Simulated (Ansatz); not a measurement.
**Al2O3: pressure 22.5 GPa**

Base system: Al₂O₃ in the corundum structure (space group R-3c, No. 167; a = 4.7292 Å, c = 12.8916 Å (hexagonal axes)).

One thing is altered: a hydrostatic pressure of 22.5 GPa.

Method: LDA (Ansatz, a program for electronic structure; PAW; 420 eV plane waves; no SOC). k-mesh 9×9×9 (Γ-centred); smearing 0.05 eV (Fermi–Dirac).

- Volume per atom = 7.72 Å³ (base 8.32 Å³)
- Density = 4.39 g/cm³ (base 4.07 g/cm³)
- c/a ratio = 2.718 (base 2.726)
- Shortest interatomic distance = 1.798 Å (base 1.844 Å)
- Enthalpy H = E + PV relative to the base's energy = +1.12 eV/atom
- Band gap = 7.38 eV (base 6.43 eV)
- Gap character = direct at Γ (base direct at Γ)
- Mean gap deformation potential ΔEg/Δln V = -12.5 eV
- Width of the top valence band = 0.79 eV (base 0.66 eV)
- Electron mass = 0.49 mₑ along c, 0.42 mₑ across (at Γ) (base 0.43 mₑ along c, 0.39 mₑ across (at Γ))
- Valence-band top at Γ (three highest levels, from the VBM) = 0.00, -0.10, -0.10 eV (base 0.00, -0.04, -0.04 eV)

Final structure:

```yaml
crystal:
  lattice:
    - [2.30811, 1.33259, 4.18292]
    - [-2.30811, 1.33259, 4.18292]
    - [0.00000, -2.66517, 4.18292]
  atoms:
    - { symbol: Al, position: [0.64812, 0.64812, 0.64812] }
    - { symbol: Al, position: [0.14812, 0.14812, 0.14812] }
    - { symbol: Al, position: [0.35188, 0.35188, 0.35188] }
    - { symbol: Al, position: [0.85188, 0.85188, 0.85188] }
    - { symbol: O, position: [0.75000, 0.44333, 0.05667] }
    - { symbol: O, position: [0.05667, 0.75000, 0.44333] }
    - { symbol: O, position: [0.25000, 0.55667, 0.94333] }
    - { symbol: O, position: [0.55667, 0.94333, 0.25000] }
    - { symbol: O, position: [0.94333, 0.25000, 0.55667] }
    - { symbol: O, position: [0.44333, 0.05667, 0.75000] }
```

Load acts through the strain it causes; cell and atoms are relaxed under it. Effective masses come from finite differences of ±0.01 Å⁻¹. No phonon test of stability was made. Competing high-pressure phases were not computed.
